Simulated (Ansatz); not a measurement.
Question: Name crystals whose electron-phonon coupling λ lies between 0.112 and 0.175 and whose resistivity at 300 K lies between 4 and 6.3 μΩ·cm, by PBEsol, DFPT electron-phonon coupling, linearised Boltzmann equation (Ansatz, a quantum-chemistry and plane-wave program).

Answer: Many crystals can fit; among those computed here:
- TiRu (Pm-3m): 0.139, 5.2 μΩ·cm
- LiPd (P-6m2): 0.140, 5.0 μΩ·cm
- PdHg (P4/mmm): 0.138, 4.1 μΩ·cm
- PdCu (Pm-3m): 0.122, 4.6 μΩ·cm

Metals; harmonic phonons alone scatter; means over directions. Halving the electron mesh moves these values by up to 9 %; q meshes are mostly untested. Some of the runs warned that the eigensolver left states short of its tolerance. Spin-orbit coupling is left out.

Formula and space group known from diffraction (Crystallography Open Database), not checked to be the room-temperature form: LiPd (P-6m2), PdCu (Pm-3m), PdHg (P4/mmm), TiRu (Pm-3m). The missing spin-orbit coupling matters most for PdHg (P4/mmm).
